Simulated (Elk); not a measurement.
# A self-consistent single point of Cr3Ni (I4/mmm, 4 atoms in the cell) with Elk

Method of the run: Elk with PBEsol, all-electron FP-LAPW, Elk's shipped species files, APW+lo basis with extra local orbitals.

Input:

```
tasks
  0

xctype
  22

spinpol
  .true.

reducebf
  0.8

tforce
  .true.

rgkmax
  7.5

gmaxvr
  18.0

lmaxapw
  10

lmaxo
  8

nxlo
  2

lorbcnd
  .true.

lradstp
  2

nrmtscf
  2.0

lmaxi
  4

stype
  0

swidth
  0.00999582

maxscl
  100

avec
   -3.3848320810    3.3848320810    6.7452602388
    3.3848320810   -3.3848320810    6.7452602388
    3.3848320810    3.3848320810   -6.7452602388

atoms
  2
  'Cr.in'
  3
  0.5000000000  0.5000000000  0.0000000000    0.0 0.0 -0.75
  0.7500000000  0.2500000000  0.5000000000    0.0 0.0 0.0
  0.2500000000  0.7500000000  0.5000000000    0.0 0.0 0.0
  'Ni.in'
  1
  0.0000000000  0.0000000000  0.0000000000    0.0 0.0 0.0

ngridk
  7 7 7
```

Output, abridged:

```
│ Elk code version 10.2.4 │

All units are atomic (Hartree, Bohr, etc.)

│ Ground-state run starting from atomic densities │

Lattice vectors :
  -3.384832081       3.384832081       6.745260239
   3.384832081      -3.384832081       6.745260239
   3.384832081       3.384832081      -6.745260239

Unit cell volume      :    309.1241664
Brillouin zone volume :   0.8024290573

Muffin-tin inner radius fraction :   0.1000000000E-01

Nuclei treated as point charges

Species :    1 (Cr)
 parameters loaded from : Cr.in
 name : chromium
 nuclear charge    :   -24.00000000
 electronic charge :    24.00000000
 atomic mass :    94783.09194
 muffin-tin radius :    2.364127568
 number of radial points in muffin-tin :    999
 atomic positions (lattice), magnetic fields (Cartesian) :
   1 :   0.50000000  0.50000000  0.00000000    0.00000000  0.00000000 -0.75000000
   2 :  -0.25000000  0.25000000  0.50000000    0.00000000  0.00000000  0.00000000
   3 :   0.25000000 -0.25000000  0.50000000    0.00000000  0.00000000  0.00000000

Species :    2 (Ni)
 parameters loaded from : Ni.in
 name : nickel
 nuclear charge    :   -28.00000000
 electronic charge :    28.00000000
 atomic mass :    106991.5230
 muffin-tin radius :    2.364127568
 number of radial points in muffin-tin :    999
 atomic positions (lattice), magnetic fields (Cartesian) :
   1 :   0.00000000  0.00000000  0.00000000    0.00000000  0.00000000  0.00000000

Total number of atoms per unit cell :    4

Spin treatment :
 spin-polarised
 global magnetic field (Cartesian) :    0.000000000       0.000000000       0.000000000
 collinear magnetisation in z-direction

Number of Bravais lattice symmetries :   16
Number of crystal symmetries         :   16
Crystal has inversion symmetry
Real symmetric eigensolver will be used

k-point grid :      7     7     7
k-point offset :    0.000000000       0.000000000       0.000000000
   [... lines left out ...]
Maximum |G| for potential and density :    18.00000000
 potential will be trimmed for |G| > 2 gkmax
Constant for pseudocharge density :   11
Radial integration step length :    2

G-vector grid sizes :     48    48    48
Number of G-vectors :    30455

Maximum angular momentum used for
 APW functions                      :   10
 outer part of muffin-tin           :    8
 inner part of muffin-tin           :    4

Total nuclear charge    :   -100.0000000
Total core charge       :    42.00000000
Total valence charge    :    58.00000000
Total excess charge     :    0.000000000
Total electronic charge :    100.0000000

Effective Wigner radius, rₛ :   0.9036802336

Number of empty states         :   16
Total number of valence states :   90
Total number of core states    :   42

Conduction state local-orbitals added automatically
Total number of local-orbitals :  459

Exchange-correlation functional :     22     0     0
 PBEsol, Phys. Rev. Lett. 100, 136406 (2008)
 gradient requirement :    1
 generalised gradient approximation (GGA)

Smearing type :    0
 Gaussian
Smearing width :   0.9995820000E-02
Effective electronic temperature (K) :    3156.430308

Mixing type :    3
 Broyden mixing, J. Phys. A: Math. Gen. 17, L317 (1984)

Kohn-Sham potential initialised from atomic data
│ Self-consistent loop started │
│ Loop number : 1 │
 total energy                :     -4663.88430640
 total moment                :    1.270130168
│ Loop number : 2 │
 total energy                :     -4663.60788790
 total moment                :    1.276988112
RMS change in Kohn-Sham potential (target) :    2.948507846     (  0.1000000000E-05)
Absolute change in total energy (target)   :   0.2764185034     (  0.1000000000E-03)
│ Loop number : 3 │
 total energy                :     -4669.06441133
 total moment                :    1.219878792
RMS change in Kohn-Sham potential (target) :    2.869018900     (  0.1000000000E-05)
Absolute change in total energy (target)   :    5.387418804     (  0.1000000000E-03)
│ Loop number : 4 │
 total energy                :     -4671.79134191
 total moment                :   0.4963767361
RMS change in Kohn-Sham potential (target) :    2.142998088     (  0.1000000000E-05)
Absolute change in total energy (target)   :    4.073785287     (  0.1000000000E-03)
│ Loop number : 5 │
 total energy                :     -4660.00249475
   [... lines left out ...]
 total moment                :   0.2997569211
RMS change in Kohn-Sham potential (target) :   0.1616577861E-05 (  0.1000000000E-05)
Absolute change in total energy (target)   :   0.1023144250E-05 (  0.1000000000E-03)
│ Loop number : 42 │
 total energy                :     -4669.08409974
 total moment                :   0.2995014693
RMS change in Kohn-Sham potential (target) :   0.2373995148E-05 (  0.1000000000E-05)
Absolute change in total energy (target)   :   0.8413011983E-04 (  0.1000000000E-03)
│ Loop number : 43 │
 total energy                :     -4669.08419005
 total moment                :   0.2984783702
RMS change in Kohn-Sham potential (target) :   0.1110677955E-05 (  0.1000000000E-05)
Absolute change in total energy (target)   :   0.6927168124E-04 (  0.1000000000E-03)
│ Loop number : 44 │
 total energy                :     -4669.08418759
 total moment                :   0.2978136489
RMS change in Kohn-Sham potential (target) :   0.9092571041E-06 (  0.1000000000E-05)
Absolute change in total energy (target)   :   0.1486200654E-04 (  0.1000000000E-03)
Convergence targets achieved

│ Loop number : 45 │

Energies :
 Fermi                       :     0.369383681859
 sum of eigenvalues          :     -2699.70148612
 electron kinetic            :      4728.57472258
 core electron kinetic       :      4269.21736672
 Coulomb                     :     -9192.19882083
 Coulomb potential           :     -7159.28713276
 nuclear-nuclear             :     -647.091291707
 electron-nuclear            :     -9930.92792549
 Hartree                     :      1385.82039636
 Madelung                    :     -5612.55525445
 xc potential                :     -268.986698229
 xc effective B-field        :    -0.238569088351E-02
 external B-field            :      0.00000000000
 exchange                    :     -200.206303795
 correlation                 :     -5.25379810160
 total energy                :     -4669.08420015
 (external B-field energy excluded from total)

Density of states at Fermi energy :    146.3759133
 (states/Hartree/unit cell)

Estimated indirect band gap :   0.3458164455E-03
 from k-point     13 to k-point      2
Estimated direct band gap   :   0.1776183212E-02
 at k-point     16

Charges :
 core                        :    42.00000000
 valence                     :    58.00000000
 interstitial                :    3.691738071
 muffin-tins (core leakage)
  species :    1 (Cr)
   atom    1                 :    22.94378544     (  0.3543831895E-10)
   atom    2                 :    22.92318167     (  0.4189715241E-10)
   atom    3                 :    22.92318167     (  0.4189715241E-10)
  species :    2 (Ni)
   atom    1                 :    27.51811314     (  0.3470376611E-03)
 total in muffin-tins        :    96.30826193
 total calculated charge     :    99.99930423
 total charge                :    100.0000000
 error                       :   0.6957713947E-03

Moments :
 interstitial                :   0.1380943589E-01
 muffin-tins
  species :    1 (Cr)
   atom    1                 :   0.3114001502
   atom    2                 :  -0.4250124261E-01
   atom    3                 :  -0.4250124261E-01
  species :    2 (Ni)
   atom    1                 :   0.5614910572E-01
 total in muffin-tins        :   0.2825467707
 total moment                :   0.2963562066

│ Self-consistent loop stopped │

Forces :
 species :    1 (Cr)
  atom :    1
   Hellmann-Feynman          :     0.00000000    0.00000000    0.00000000
   IBS                       :     0.00000000    0.00000000   -0.00000000
   total force               :     0.00000000    0.00000000   -0.00000000
   total magnitude           :     0.00000000
  atom :    2
   Hellmann-Feynman          :    -0.00000000    0.00000000   -0.00000000
   IBS                       :     0.00000000    0.00000000    0.00000000
   total force               :     0.00000000    0.00000000    0.00000000
   total magnitude           :     0.00000000
  atom :    3
   Hellmann-Feynman          :    -0.00000000   -0.00000000    0.00000000
   IBS                       :     0.00000000    0.00000000   -0.00000000
   total force               :     0.00000000    0.00000000    0.00000000
   total magnitude           :     0.00000000
 species :    2 (Ni)
  atom :    1
   Hellmann-Feynman          :     0.00000000    0.00000000    0.00000000
   IBS                       :     0.00000000    0.00000000    0.00000000
   total force               :     0.00000000    0.00000000    0.00000000
   total magnitude           :     0.00000000
```

The run converged in 45 iterations. The count includes the last loop, which Elk runs after its targets are met.

The starting cell comes from a database of computed structures (which also holds hypothetical and non-ambient phases and stackings), without a prior relaxation at this level. Its lattice was rescaled by a random factor within 2.5 % of one. The moments shrank to a small part of their start, a low-spin state that need not be the lowest. Values depend on the basis (sphere radii, cutoffs, local orbitals), which need not be converged. The log's line on a gap gives a spacing of levels on this mesh, which the program prints for metals too.

Cost on one core of a shared machine: roughly 20 min.
